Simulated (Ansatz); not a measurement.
These are PBE (plane waves to 420 eV, PAW; Ansatz, an electronic-structure program) values and carry that method's errors.

Planar average of the electrostatic potential across the slab, in eV from the Fermi level, for a constructed model of the (110) surface of bcc W, a cell of two sites (a+b, b-a) layer of Cl, one a cell, on the site that continues the host's stacking (bottom of the slab: a bare face, its two planes held):

(z (Å), V (eV)): (3.89, 4.89); (4.17, 4.89); (4.44, 4.89); (4.72, 4.88); (5.00, 4.87); (5.28, 4.84); (5.56, 4.79); (5.83, 4.68); (6.11, 4.47); (6.39, 4.07); (6.67, 3.28); (6.94, 1.76); (7.22, -1.16); (7.50, -7.08); (7.78, -14.77); (8.06, -20.32); (8.33, -21.26); (8.61, -17.24); (8.89, -10.04); (9.17, -3.84); (9.44, -2.66); (9.72, -6.89); (10.00, -14.43); (10.28, -20.43); (10.56, -21.92); (10.83, -18.26); (11.11, -11.12); (11.39, -4.50); (11.67, -2.69); (11.94, -6.25); (12.22, -13.57); (12.50, -19.87); (12.78, -21.91); (13.06, -18.80); (13.33, -11.91); (13.61, -4.98); (13.89, -2.60); (14.17, -5.63); (14.44, -12.81); (14.72, -19.40); (15.00, -21.93); (15.28, -19.30); (15.56, -12.68); (15.83, -5.57); (16.11, -2.65); (16.39, -5.08); (16.67, -11.97); (16.94, -18.87); (17.22, -21.99); (17.50, -19.95); (17.78, -13.67); (18.06, -6.49); (18.33, -3.31); (18.61, -6.04); (18.89, -13.06); (19.17, -19.45); (19.44, -21.87); (19.72, -19.37); (20.00, -13.00); (20.28, -5.85); (20.56, -1.94); (20.83, -1.90); (21.11, -3.64); (21.39, -4.59); (21.67, -3.81); (21.94, -1.30); (22.22, 1.77); (22.50, 3.33); (22.78, 3.90); (23.06, 4.12); (23.33, 4.21); (23.61, 4.25); (23.89, 4.26); (24.17, 4.27); (24.44, 4.27); (24.72, 4.28); (25.00, 4.28); (25.28, 4.28); (25.56, 4.28); (25.83, 4.28)

Slab: 13 atoms, 13.5 Å thick at the start with caps and adatoms (thin: gaps and levels are the slab's own); k 12x8x1, smearing 0.1 eV, dipole-corrected; 4 atoms held, the rest relaxed; start symmetry kept, larger cells not searched; no spin, no spin-orbit, no U. It is one candidate, not shown to be the stable structure of the face.

**Question.** The surface cell has an area of 14.34 Å². What dipole along the normal does the step between the two vacuum levels imply?

**Answer.** the top vacuum level lies 0.62 eV below the bottom one; p = −ε₀ A ΔV (ε₀ = 0.005526 e/(V·Å)) gives 0.05 e·Å a cell.
